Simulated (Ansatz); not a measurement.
The starting structures come from a database of crystals and need not be the phases stable at ambient conditions.

 Where the default PAW files enter, the runs use the earlier of Ansatz's two default sets.

By PBEsol, the system below comes out a metal.

Without scattering a metal conducts by its projected Fermi surface.

Input:

```yaml
crystal:
  lattice:
    - [2.77773, 0.00000, 0.00000]
    - [-0.92591, 2.61887, 0.00000]
    - [0.92591, 1.30944, 2.26801]
  atoms:
    - { symbol: Pd, position: [0.00000, 0.00000, 0.00000] }
```

Space group of this cell: Im-3m, bcc (W type). The cell is strained (all lengths scaled by 1.02); by PBEsol its mean pressure is -17.0 GPa.

The current flows along the normal of the first two printed cell vectors, the (110) plane of the conventional cell. No spin-orbit coupling; the value is a mean over 0.1 eV about the Fermi level.

### Question
Give the ballistic conductance per area that Ansatz (an electronic-structure program) with PBEsol yields.

### Answer
1.5 × 10¹⁵ S/m² for both spins.
